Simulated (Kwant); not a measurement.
Model system: wire with an antidot in a CdTe two-dimensional gas. Effective mass 0.096 mₑ, grid spacing 12 nm, hard walls, nominal width 300 nm (25 grid rows, so walls 312 nm apart), one parabolic valley, scattering region 900 nm long along x; energies count from the band bottom; Fermi energy 0.00202 eV. Hard-wall hole of radius 64 nm, 30 nm off the axis. Perpendicular field swept from 0 to 0.23 T, also in the leads; orbital effect alone.

The device is made up for the run: typed textbook-type constants, with dimensions and the other settings drawn at random.

Kwant, effective-mass tight-binding model on a square grid, one spin, coherent transport at 0 K. Conductance is in e²/h.

Sweep values stay those of the base run.

The Fermi energy was swept, all else fixed.

| Fermi energy (eV) | mean G (e²/h) over the sweep | G (e²/h) at B = 0.2300 T | G (e²/h) at B = 0.1700 T | G (e²/h) at B = 0.1133 T |
|---|---|---|---|---|
| 0.001 | 2.70 | 2.01 | 2.67 | 2.83 |
| 0.0014 | 2.95 | 2.99 | 2.88 | 2.99 |
| 0.0017 | 3.00 | 2.98 | 2.99 | 3.01 |
| 0.00202 | 3.72 | 3.47 | 3.76 | 3.74 |
| 0.0024 | 4.00 | 3.94 | 4.00 | 4.00 |

From the first row to the last the mean G over the sweep goes from 2.70 to 4.00. From the first row to the last the G at B = 0.2300 T goes from 2.01 to 3.94.
